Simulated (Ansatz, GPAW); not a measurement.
## Code comparison for TaGaNi₆ (P4/mmm, 8 atoms in the cell)

Self-consistent single point.

```xyz
8
Lattice="3.6560 0.0000 0.0000 0.0000 3.6560 0.0000 0.0000 0.0000 7.2500" Properties=species:S:1:pos:R:3 pbc="T T T"
Ta     0.0000     0.0000     3.6250
Ga     0.0000     0.0000     0.0000
Ni     1.8280     1.8280     0.0000
Ni     1.8280     1.8280     3.6250
Ni     1.8280     0.0000     1.7886
Ni     1.8280     0.0000     5.4613
Ni     0.0000     1.8280     1.7886
Ni     0.0000     1.8280     5.4613
```

Shared settings, as Ansatz (an electronic-structure program) writes them: kpoints.mp_grid.grid = 3 3 2; scf.occupations.method = gaussian; scf.occupations.width = 0.136 eV. Potentials and cutoffs stand in the table.

```csv
code,model,pressure (GPa),largest force (eV/Å),cutoff
Ansatz,"PBEsol, PAW files made with PBE",-11.30,0.155,420 eV
GPAW,"PBEsol, GPAW PAW datasets PBEsol (made by gpaw-setup)",-9.43,0.161,800 eV
```

On Ansatz's run: spin-orbit coupling is off. Spin polarisation is off.

The spread over the programs that give each value: pressure within 1.87 GPa; largest force within 0.006 eV/Å.

Ansatz's pressure is given at a fixed set of plane waves, as the other plane-wave codes print theirs; with its correction for the finite basis it is -11.24 GPa.

On the base mesh (6 6 3) the same programs gave: Ansatz pressure -11.76 GPa; GPAW pressure -9.90 GPa.

The values differ from the base mesh's, so the mesh still matters here: the table compares the programs at equal settings.

The starting cell comes from a database of computed structures (which also holds hypothetical and non-ambient phases and stackings), without a prior relaxation at this level. Its lattice was rescaled by a random factor within 2.5 % of one.

Keys are those of Ansatz 0.2.
